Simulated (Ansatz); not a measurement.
Band structure of Ti3Os (Fm-3m, 4 atoms in the cell).

```yaml
crystal:
  lattice:
    - [0.00000, 3.15897, 3.15897]
    - [3.15897, 0.00000, 3.15897]
    - [3.15897, 3.15897, 0.00000]
  atoms:
    - { symbol: Ti, position: [0.25000, 0.25000, 0.25000], spin: 1.0 }
    - { symbol: Ti, position: [0.75000, 0.75000, 0.75000], spin: 1.0 }
    - { symbol: Ti, position: [0.50000, 0.50000, 0.50000], spin: 1.0 }
    - { symbol: Os, position: [0.00000, 0.00000, 0.00000], spin: 1.0 }
```
(The spins are starting values, not results.)

Method: PBEsol, PAW files made with PBE (plane waves; Ansatz, an electronic-structure program).

Settings: kpoints.mp_grid.grid = 8 8 8; hamiltonian.xc = pbesol; hamiltonian.pseudopotentials = {kind: paw} (the program's default PAW files); magnetization.spin_polarized = true; scf.occupations.method = gaussian; scf.occupations.width = 0.272 eV; kpoints.band_path.npoints = 8.

The starting cell comes from a database of computed structures (which also holds hypothetical and non-ambient phases and stackings), without a prior relaxation at this level. Spin-orbit coupling is off. With one magnetic atom in the cell only a parallel order is possible.

Levels in eV from the Fermi level, bands 24 to 31 of the first spin channel:
| point | 24 | 25 | 26 | 27 | 28 | 29 | 30 | 31 |
|---|---|---|---|---|---|---|---|---|
| Γ | -0.96 | -0.96 | 0.31 | 0.31 | 0.31 | 1.95 | 1.95 | 2.97 |
| X | -0.27 | 0.31 | 0.31 | 1.10 | 1.10 | 1.17 | 1.17 | 1.27 |
| W | -1.00 | -0.39 | -0.23 | -0.23 | -0.22 | 1.40 | 1.74 | 1.74 |
| K | -0.65 | -0.37 | -0.15 | 0.05 | 0.13 | 1.20 | 1.43 | 1.63 |
| L | -1.27 | -1.27 | -0.64 | -0.53 | -0.53 | 2.12 | 2.12 | 2.64 |
| U | -0.65 | -0.37 | -0.15 | 0.05 | 0.13 | 1.20 | 1.43 | 1.63 |

Bands cross the Fermi level along this path, so the cell is metallic at this level.

The net moment of the cell came out as 0.99 μB.

Keys are those of Ansatz 0.2.
